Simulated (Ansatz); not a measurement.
## Point defect Hf vacancy + O vacancy in metastable polar orthorhombic HfO2

These are PBE, PAW (plane waves to 420 eV; Ansatz, an electronic-structure program) values and carry that method's errors. A supercell of 96 sites (2×2×2 repeats of a cell of 12 atoms) was used; the energies come from a 2×2×2 shifted sampling of its zone. Sites at the start: the Hf site; O(2) 2.13 Å away. Finite-size correction: monopole term and site-potential alignment. Dielectric constants: PBE linear response of the host. Host gap at this level: 4.36 eV. These values are not converged in cell size to better than tenths of an eV. The semilocal functional narrows the gap, so deep levels can fall outside it. Spin–orbit coupling is left out, which matters for these heavy elements. Each state is the lowest found from its start.

Formation energies E_f are given with the Fermi level at the valence-band maximum. Chemical conditions: Hf-rich (Δμ(Hf) = 0.00 eV, Δμ(O) = -5.15 eV; only phases computed here count, gases as isolated molecules at 0 K); O-rich (Δμ(Hf) = -10.30 eV, Δμ(O) = 0.00 eV; only phases computed here count, gases as isolated molecules at 0 K). Reference phases: Hf: hcp Hf, O: O2 molecule in a box.

The name describes the start.

Charges with a result: +1, 0, −1, −2. Others weren't obtained, and one of them could lie lower, also by skipping a charge.

| charge | moment (μB) | point group | largest move off a lattice site (Å) | image correction with alignment (eV) | E_f, Hf-rich (eV) | E_f, O-rich (eV) | above the lowest spin state (eV) |
|---|---|---|---|---|---|---|---|
| +1† | 3.0 | – | 0.74 | -0.57 | – | – | 0.00 |
| +1† | 3.0 | – | 0.74 | -0.57 | – | – | 0.00 |
| 0 | 2.0 | C1 | 0.69 | 0.00 | 10.03 | 4.88 | 0.00 |
| 0† | not spin-polarised | – | 0.52 | 0.00 | 10.38 | 5.23 | 0.35 |
| −1† | 1.0 | – | 0.42 | 0.69 | – | – | 0.00 |
| −1† | 1.0 | – | 0.42 | 0.69 | – | – | 0.00 |
| −2† | 0.0 | – | 0.40 | 1.48 | – | – | 0.00 |
| −2† | not spin-polarised | – | 0.40 | 1.48 | – | – | 0.00 |

† Not settled in this cell, so no level is given: charge +1: a large or scattered potential alignment, level within 0.1 eV of a band edge or past it; charge −1: a large or scattered potential alignment; charge −2: a large or scattered potential alignment.

Point groups are those of the whole cell at tolerances of 0.03 and 0.1 Å ("near" where only the looser one holds); none is given for unsettled states.

Starting moments that weren't kept: charge +1 began with 1 μB and ended with 3.0; charge −1 began with 3 μB and ended with 1.0; charge −2 began with 2 μB and ended with 0.0.

Flagged in the runs: a host whose relaxation on this sampling wasn't shown to rest, a strain field that reaches the edge of the cell.

All states together cost about 24 core-hours (a rough figure).
